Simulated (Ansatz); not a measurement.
# Effective masses and thermopower of SnC under load (space group I-4m2)

Data:

```
SnC
1.0
    0.00000     2.50444     2.55800
    2.50444     0.00000     2.55800
    2.50444     2.50444     0.00000
Sn C
1 1
Direct
  0.00000   0.00000   0.00000
  0.25000   0.25000   0.25000
```

Level of theory: PBE with spin-orbit coupling, rigid bands (plane waves, PAW; Ansatz, an electronic-structure program). Condition of this run: uniaxial stress along [001] of -2.5 GPa (compression positive) (the target of the relaxation). Cell: cell and atoms relaxed with PBEsol, then loaded as said.

| Item | Result |
|---|---|
| band gap | 0.72 eV |
| electron conductivity mass (300 K, dilute) | 0.087 (x), 0.087 (y), 0.098 (z) mₑ |
| hole conductivity mass (300 K, dilute) | 0.49 (x), 0.49 (y), 0.63 (z) mₑ |
| effective density of states N_c (300 K) | 6.4e17 cm⁻³ |
| effective density of states N_v (300 K) | 2.0e19 cm⁻³ |
| density-of-states mass, electrons | 0.086 mₑ |
| density-of-states mass, holes | 0.85 mₑ |
| Seebeck coefficient, n-type 1e19 cm⁻³, 300 K | -61 μV/K |
| best n-type power factor at 300 K for τ = 10 fs (best axis; densities from 1e16 to 1e21 cm⁻³ tried, whether or not they can be reached) | 5.3 μW/(cm·K²) at 3e20 cm⁻³ |
| Seebeck coefficient, p-type 1e19 cm⁻³, 300 K | 321 μV/K |
| best p-type power factor at 300 K for τ = 10 fs (best axis; densities from 1e16 to 1e21 cm⁻³ tried, whether or not they can be reached) | 14.6 μW/(cm·K²) at 3e20 cm⁻³ |

Rigid bands; masses and Seebeck coefficients take one relaxation time τ for all states and one kind of carrier; polarons and phonon drag are left out. Geometry: cell and atoms relaxed with PBEsol.

Computed structure with no diffraction record at hand here (it may be known, metastable or hypothetical): SnC under load (space group I-4m2).
